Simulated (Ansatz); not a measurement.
Partial pair distribution functions of a relaxed model of amorphous Si$_{24}$O$_{49}$Mn, broadened by 0.06 Å; density 2.26 g/cm³. Computed with PBE, scalar-relativistic without spin-orbit coupling (plane waves to 420 eV, PAW; Ansatz, a program for electronic structure). In the spin-polarised cell the level spacing at the Fermi energy can part levels of unlike spin.

It comes from a melt-quench run on a machine-learned potential (CHGNet), relaxed afterwards by DFT. O atoms were pushed apart under 1.9 Å during the dynamics, to hinder bonds among them. The hot cell started wider than the set density and was brought back towards it in steps. It is the lowest in DFT energy of 3 quenches. It is a model cell: composition and starting density were chosen by hand, and all elements were melted together. No dispersion term was used. Its density started from a set value of 2.26 and ended at 2.26 g/cm³. Cooling (nominally 320 K/ps over its main leg) ran many orders faster than in experiment, which tends to leave more defects and strain. A cell of this size samples the disorder only roughly. The volume was held where the preparation left it and the shape relaxed, at a PBE pressure of 0.7 GPa. Stress components on the final sampling reach 0.7 GPa.

```json
[
 {"r (Å)": "1.35", "g Si-O": "0.00", "g O-Mn": "0.00", "g Si-Si": "0.00", "g O-O": "0.00"},
 {"r (Å)": "1.45", "g Si-O": "0.26", "g O-Mn": "0.00", "g Si-Si": "0.00", "g O-O": "0.00"},
 {"r (Å)": "1.55", "g Si-O": "6.91", "g O-Mn": "0.00", "g Si-Si": "0.00", "g O-O": "0.00"},
 {"r (Å)": "1.65", "g Si-O": "16.28", "g O-Mn": "0.01", "g Si-Si": "0.00", "g O-O": "0.00"},
 {"r (Å)": "1.75", "g Si-O": "3.48", "g O-Mn": "1.08", "g Si-Si": "0.00", "g O-O": "0.00"},
 {"r (Å)": "1.85", "g Si-O": "0.07", "g O-Mn": "6.45", "g Si-Si": "0.00", "g O-O": "0.00"},
 {"r (Å)": "1.95", "g Si-O": "0.00", "g O-Mn": "2.74", "g Si-Si": "0.00", "g O-O": "0.00"},
 {"r (Å)": "2.05", "g Si-O": "0.00", "g O-Mn": "0.08", "g Si-Si": "0.00", "g O-O": "0.00"},
 {"r (Å)": "2.15", "g Si-O": "0.00", "g O-Mn": "0.00", "g Si-Si": "0.03", "g O-O": "0.00"},
 {"r (Å)": "2.25", "g Si-O": "0.00", "g O-Mn": "0.01", "g Si-Si": "0.50", "g O-O": "0.01"},
 {"r (Å)": "2.35", "g Si-O": "0.00", "g O-Mn": "0.68", "g Si-Si": "0.57", "g O-O": "0.15"},
 {"r (Å)": "2.45", "g Si-O": "0.00", "g O-Mn": "3.70", "g Si-Si": "0.05", "g O-O": "0.40"},
 {"r (Å)": "2.55", "g Si-O": "0.00", "g O-Mn": "1.52", "g Si-Si": "0.00", "g O-O": "2.93"},
 {"r (Å)": "2.65", "g Si-O": "0.05", "g O-Mn": "0.05", "g Si-Si": "0.19", "g O-O": "5.86"},
 {"r (Å)": "2.75", "g Si-O": "0.06", "g O-Mn": "0.00", "g Si-Si": "1.57", "g O-O": "4.32"},
 {"r (Å)": "2.85", "g Si-O": "0.10", "g O-Mn": "0.00", "g Si-Si": "2.50", "g O-O": "1.59"},
 {"r (Å)": "2.95", "g Si-O": "0.29", "g O-Mn": "0.01", "g Si-Si": "3.31", "g O-O": "0.59"},
 {"r (Å)": "3.05", "g Si-O": "0.47", "g O-Mn": "0.32", "g Si-Si": "3.91", "g O-O": "0.51"},
 {"r (Å)": "3.15", "g Si-O": "0.55", "g O-Mn": "1.26", "g Si-Si": "2.21", "g O-O": "0.54"},
 {"r (Å)": "3.25", "g Si-O": "0.73", "g O-Mn": "1.05", "g Si-Si": "0.87", "g O-O": "0.58"},
 {"r (Å)": "3.35", "g Si-O": "0.96", "g O-Mn": "1.16", "g Si-Si": "0.21", "g O-O": "0.61"},
 {"r (Å)": "3.45", "g Si-O": "1.32", "g O-Mn": "1.22", "g Si-Si": "0.01", "g O-O": "0.48"},
 {"r (Å)": "3.55", "g Si-O": "1.63", "g O-Mn": "1.39", "g Si-Si": "0.00", "g O-O": "0.50"},
 {"r (Å)": "3.65", "g Si-O": "1.45", "g O-Mn": "1.50", "g Si-Si": "0.03", "g O-O": "0.58"},
 {"r (Å)": "3.75", "g Si-O": "0.97", "g O-Mn": "1.03", "g Si-Si": "0.15", "g O-O": "0.50"},
 {"r (Å)": "3.85", "g Si-O": "1.18", "g O-Mn": "0.37", "g Si-Si": "0.13", "g O-O": "0.60"},
 {"r (Å)": "3.95", "g Si-O": "1.34", "g O-Mn": "0.77", "g Si-Si": "0.64", "g O-O": "0.62"},
 {"r (Å)": "4.05", "g Si-O": "1.68", "g O-Mn": "0.29", "g Si-Si": "1.22", "g O-O": "0.71"},
 {"r (Å)": "4.15", "g Si-O": "1.84", "g O-Mn": "0.70", "g Si-Si": "1.06", "g O-O": "0.73"},
 {"r (Å)": "4.25", "g Si-O": "1.53", "g O-Mn": "1.04", "g Si-Si": "0.89", "g O-O": "0.84"},
 {"r (Å)": "4.35", "g Si-O": "1.14", "g O-Mn": "2.00", "g Si-Si": "1.14", "g O-O": "0.93"},
 {"r (Å)": "4.45", "g Si-O": "0.74", "g O-Mn": "1.03", "g Si-Si": "1.02", "g O-O": "1.09"},
 {"r (Å)": "4.55", "g Si-O": "0.54", "g O-Mn": "0.82", "g Si-Si": "1.21", "g O-O": "1.06"},
 {"r (Å)": "4.65", "g Si-O": "0.55", "g O-Mn": "1.01", "g Si-Si": "1.16", "g O-O": "1.00"},
 {"r (Å)": "4.75", "g Si-O": "0.63", "g O-Mn": "1.58", "g Si-Si": "0.71", "g O-O": "1.13"},
 {"r (Å)": "4.85", "g Si-O": "0.69", "g O-Mn": "1.37", "g Si-Si": "0.58", "g O-O": "1.36"},
 {"r (Å)": "4.95", "g Si-O": "0.86", "g O-Mn": "1.23", "g Si-Si": "0.95", "g O-O": "1.42"},
 {"r (Å)": "5.05", "g Si-O": "0.92", "g O-Mn": "0.84", "g Si-Si": "1.35", "g O-O": "1.58"}
]
```

Within 1.90 Å each Si has 4.00 O neighbours on average.
